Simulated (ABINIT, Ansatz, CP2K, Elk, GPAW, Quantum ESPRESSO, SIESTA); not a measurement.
**Code comparison for CdF₂ (Fm-3m, 3 atoms in the cell)**

Self-consistent single point, at a second geometry (lattice scaled by 0.98). First geometry:

```
CdF2
1.0
    0.00000     2.69188     2.69188
    2.69188     0.00000     2.69188
    2.69188     2.69188     0.00000
Cd F
1 2
Direct
  0.00000   0.00000   0.00000
  0.25000   0.25000   0.25000
  0.75000   0.75000   0.75000
```

Shared settings, as Ansatz (a first-principles code) writes them: kpoints.mp_grid.grid = 7 7 7; scf.occupations.method = fixed. Potentials and cutoffs stand in the table.

| code | model | ΔF from the first geometry (meV/atom) | pressure (GPa) | gap on the mesh (eV) | cutoff |
|---|---|---|---|---|---|
| Quantum ESPRESSO | PBE, PseudoDojo standard norm-conserving (PBE) pseudopotentials | 45.3 | 13.87 | 3.417 | 105 Ry |
| CP2K | PBE, GPW, DZVP-MOLOPT-SR-GTH basis, GTH-PBE potentials (GTH_POTENTIALS) | 56.6 | 16.53 | 3.321 | grid 550 Ry |
| SIESTA | GGA PBE, numerical atomic orbitals DZP, PseudoDojo PBE standard norm-conserving potentials (rewritten from UPF to PSML) | 18.7 | 8.24 | 3.435 | grid 300 Ry |
| Ansatz | PBE, default PAW files | 46.2 | 13.38 | 3.390 | 420 eV |
| ABINIT | PBE, PAW (JTH v2.0 PBE PAW) | 46.0 | 13.46 | 3.358 | 653 eV |
| Elk | PBE, all-electron FP-LAPW, Elk's shipped species files, LAPW+lo basis | – | – | 3.438 | rgkmax 8 |
| GPAW | PBE, GPAW PAW datasets PBE (gpaw-data 1.0.1) | 44.6 | – | 3.354 | 950 eV |

For Ansatz (by 0.7 GPa) and ABINIT (by 0.6 GPa) the energy change implies a higher mean pressure, against the two pressures, than for the other programs: a sign of finite-basis (Pulay) stress.

A dash marks a value that a program does not give, or that is left out as unsure.

Gaps are read on the mesh.

The spread over the programs that give each value: ΔF from the first geometry within 37.9 meV/atom; pressure within 8.29 GPa; gap on the mesh within 0.117 eV.

CP2K and SIESTA use small atom-centred bases, whose incompleteness enters pressures, forces and empty levels differently from a plane-wave cutoff. Elk treats all electrons, but the usual bases taken here (sphere radii, linearisation, local orbitals, empty states) were not tested for convergence, so the values are no reference for the others. Ansatz's pressure is given at a fixed set of plane waves, as the other plane-wave codes print theirs; with its correction for the finite basis it is 14.09 GPa (the shift of 0.71 GPa shows how far the cutoff is from converged). The pressure of GPAW is left out: its cutoff lies under the one at which its stress was checked. In the pressure, CP2K (by 3.08) and SIESTA (by 5.22) lie more than 1 GPa from the median of the plane-wave programs.

The starting cell comes from a database of computed structures (which also holds hypothetical and non-ambient phases and stackings), without a prior relaxation at this level. Its lattice was rescaled by a random factor within 2.5 % of one. For this run, on top of that: lattice scaled by 0.98.

Left out of this page: FLEUR (with a known weakness of the program).

Keys are those of Ansatz 0.2.
